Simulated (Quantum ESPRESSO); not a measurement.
Quantum ESPRESSO run on LaYAl₄ (P1, 6 atoms in the cell): self-consistent single point.

Method of the run: LDA (PZ), GBRV 1.5 ultrasoft (LDA) pseudopotentials (plane waves; Quantum ESPRESSO 7.5).

```
CELL_PARAMETERS angstrom
      0.00000     4.01128     4.01128
      4.01128     0.00000     4.01128
      4.01128     4.01128     0.00000
ATOMIC_POSITIONS crystal
  La 0.24985 0.25878 0.25406
  Y  0.00314 0.00171 0.99969
  Al 0.63391 0.12252 0.61738
  Al 0.61971 0.63353 0.62786
  Al 0.11804 0.61501 0.62327
  Al 0.62535 0.61845 0.12774
```

Reference input (self-consistent single point, DFT, LDA (PZ), plane waves, GBRV 1.5 ultrasoft (LDA) pseudopotentials): ecutwfc = 40 Ry; ecutrho = 320 Ry; occupations = smearing; smearing = marzari-vanderbilt; degauss = 0.0073499 Ry; potentials = {La: la_lda_v1.uspp.F.UPF, Y: y_lda_v1.4.uspp.F.UPF, Al: al_lda_v1.uspp.F.UPF}; K_POINTS = automatic 4 4 4 0 0 0; conv_thr = 1e-10 Ry; mixing_beta = 0.5. This run's input differs from it in these lines:

```diff
@@ -15,3 +15,3 @@
  smearing = 'marzari-vanderbilt'
- degauss = 0.0073499
+ degauss = 0.02205
 /
@@ -37,3 +37,3 @@
 K_POINTS automatic
-4 4 4  0 0 0
+5 5 5  0 0 0
```

Output (repeated stretches shortened):

```
     Self-consistent Calculation

     iteration #  1     ecut=    40.00 Ry     beta= 0.50

     Threshold (ethr) on eigenvalues was too large:
     Diagonalizing with lowered threshold

     negative rho (up, down):  6.600E-02 0.000E+00

     total energy              =    -221.79145979 Ry
     estimated scf accuracy    <       0.10498723 Ry

     iteration #  2     ecut=    40.00 Ry     beta= 0.50

     negative rho (up, down):  6.605E-02 0.000E+00

     total energy              =    -221.81852325 Ry
     estimated scf accuracy    <       0.04262550 Ry

     iteration #  3     ecut=    40.00 Ry     beta= 0.50

     negative rho (up, down):  6.454E-02 0.000E+00

     total energy              =    -221.82079050 Ry
     estimated scf accuracy    <       0.00490558 Ry

   [... 10 blocks of this kind left out ...]

     iteration # 14     ecut=    40.00 Ry     beta= 0.50

     negative rho (up, down):  6.137E-02 0.000E+00

     total energy              =    -221.82351425 Ry
     estimated scf accuracy    <          9.4E-10 Ry

     iteration # 15     ecut=    40.00 Ry     beta= 0.50

     negative rho (up, down):  6.137E-02 0.000E+00
     End of self-consistent calculation

     the Fermi energy is     9.3603 ev

!    total energy              =    -221.82351425 Ry
     estimated scf accuracy    <          6.8E-11 Ry
     smearing contrib. (-TS)   =      -0.00103410 Ry
     internal energy E=F+TS    =    -221.82248015 Ry

     convergence has been achieved in  15 iterations

     negative rho (up, down):  6.137E-02 0.000E+00

     Forces acting on atoms (cartesian axes, Ry/au):

     atom    1 type  1   force =    -0.01536463   -0.00544010   -0.00922045
     atom    2 type  2   force =     0.00002919   -0.00151343   -0.00236792
     atom    3 type  3   force =     0.00976478    0.00115127   -0.00090648
     atom    4 type  3   force =    -0.00787602   -0.00394261   -0.00673482
     atom    5 type  3   force =     0.00751407    0.00996913    0.01355542
   [... lines left out ...]
     Total force =     0.031401     Total SCF correction =     0.000002
   [... lines left out ...]

     negative rho (up, down):  6.137E-02 0.000E+00
          total   stress  (Ry/bohr**3)                   (kbar)     P=      -39.21
  -0.00026798   0.00001022   0.00001151          -39.42        1.50        1.69
   0.00001022  -0.00026780   0.00001217            1.50      -39.39        1.79
   0.00001151   0.00001217  -0.00026389            1.69        1.79      -38.82

   JOB DONE.
```

The run converged in 15 iterations. Against the reference run the free energy goes up by 11.9 meV/atom, the pressure moves little (-3.83 to -3.92 GPa) and the largest force moves little (0.472 to 0.481 eV/Å).

The starting cell comes from a database of computed structures (which also holds hypothetical and non-ambient phases and stackings), without a prior relaxation at this level. Its atoms were displaced at random from the sites of space group no. 216. With a pressure of about -4 GPa the cell is away from its equilibrium volume at this level.

Cost on one core of a shared machine: roughly 6 min.
